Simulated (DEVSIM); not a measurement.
Device: abrupt InP p-n junction, at 300 K.

| layer (left to right) | material | thickness (μm) | Nd (cm⁻³) | Na (cm⁻³) | τn (s) | τp (s) |
|---|---|---|---|---|---|---|
| 1 | InP | 33.0 | - | 2.1e15 | 1.3e-9 | 1.3e-9 |
| 2 | InP | 63.0 | 4.4e16 | - | 1.3e-9 | 1.3e-9 |

Left contact: ohmic. Right contact: ohmic. Voltage is applied to the left contact. Recombination: SRH at mid-gap, radiative. Mobility is μmin + (μ − μmin)/(1 + (N/Nref)^α).

The device is made up for the run: typed textbook-type constants, with dimensions and the other settings drawn at random. Values at 300 K.

| parameter | InP |
|---|---|
| gap (eV) | 1.344 |
| affinity (eV) | 4.38 |
| permittivity | 12.5 |
| Nc (cm⁻³) | 5.7e17 |
| Nv (cm⁻³) | 1.1e19 |
| μn (cm²/Vs) | 5200 |
| μp (cm²/Vs) | 170 |
| μn,min | 400 |
| μp,min | 10 |
| Nref,n | 3e17 |
| Nref,p | 4.9e17 |
| αn | 0.47 |
| αp | 0.62 |
| B (cm³/s) | 1.2e-10 |

Model (solved in DEVSIM): 1D drift-diffusion, Boltzmann statistics, complete ionisation; no tunnelling, impact ionisation, image-force lowering or self-heating.

The thickness of layer 1 was swept, all else fixed.

```csv
thickness of layer 1 (μm),dark forward voltage at 1 A/cm² (V)
6.6,0.856
12,0.868
20,0.883
33,0.904
56,0.946
99,[?]
160,1.134
```

### Question
What belongs in the gaps?

### Answer

- 99, dark forward voltage at 1 A/cm² (V): 1.024
